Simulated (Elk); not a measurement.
Band structure of LaCu2Ge2 (I4/mmm, 5 atoms in the cell).

```yaml
crystal:
  lattice:
    - [-2.11040, 2.11040, 5.06618]
    - [2.11040, -2.11040, 5.06618]
    - [2.11040, 2.11040, -5.06618]
  atoms:
    - { symbol: La, position: [0.00000, 0.00000, 0.00000] }
    - { symbol: Cu, position: [0.25000, 0.75000, 0.50000] }
    - { symbol: Cu, position: [0.75000, 0.25000, 0.50000] }
    - { symbol: Ge, position: [0.62606, 0.62606, 0.00000] }
    - { symbol: Ge, position: [0.37394, 0.37394, 0.00000] }
```

Method: LDA (PW92), all-electron FP-LAPW, Elk's shipped species files, APW+lo basis with extra local orbitals in Elk.

Settings: xctype = 3; rgkmax = 8; stype = 0; swidth = 0.00183747 Ha; ngridk = 7 7 7; gmaxvr = 16 1/bohr; nxlo = 2; lorbcnd = true; lmaxi = 2.

The starting cell comes from a database of computed structures (which also holds hypothetical and non-ambient phases and stackings), without a prior relaxation at this level. Spin polarisation is off. Values depend on the basis (sphere radii, cutoffs, local orbitals), which need not be converged.

Levels in eV from the Fermi level, bands 33 to 40:
```json
[
 {"point": "Γ", "33": "-2.46", "34": "-1.84", "35": "-1.84", "36": "-0.53", "37": "0.70", "38": "0.70", "39": "1.22", "40": "2.26"},
 {"point": "X", "33": "-2.95", "34": "-2.09", "35": "-2.04", "36": "-1.81", "37": "-1.26", "38": "1.58", "39": "1.99", "40": "2.15"},
 {"point": "Y", "33": "-2.96", "34": "-2.03", "35": "-1.90", "36": "-1.57", "37": "-1.45", "38": "1.54", "39": "1.97", "40": "2.13"},
 {"point": "S", "33": "-3.09", "34": "-1.09", "35": "-1.08", "36": "-0.88", "37": "1.16", "38": "1.54", "39": "1.85", "40": "2.03"},
 {"point": "Z", "33": "-1.48", "34": "-1.48", "35": "-0.49", "36": "0.22", "37": "1.32", "38": "1.82", "39": "1.84", "40": "1.92"},
 {"point": "S1", "33": "-3.09", "34": "-1.09", "35": "-1.08", "36": "-0.88", "37": "1.16", "38": "1.54", "39": "1.85", "40": "2.03"},
 {"point": "N", "33": "-2.94", "34": "-2.42", "35": "-1.05", "36": "0.30", "37": "0.61", "38": "0.87", "39": "1.97", "40": "2.10"},
 {"point": "P", "33": "-2.74", "34": "-2.08", "35": "-2.08", "36": "-1.50", "37": "-1.50", "38": "0.90", "39": "2.08", "40": "2.08"},
 {"point": "Y1", "33": "-2.96", "34": "-2.03", "35": "-1.90", "36": "-1.57", "37": "-1.45", "38": "1.54", "39": "1.97", "40": "2.13"}
]
```

Bands cross the Fermi level along this path, so the cell is metallic at this level.
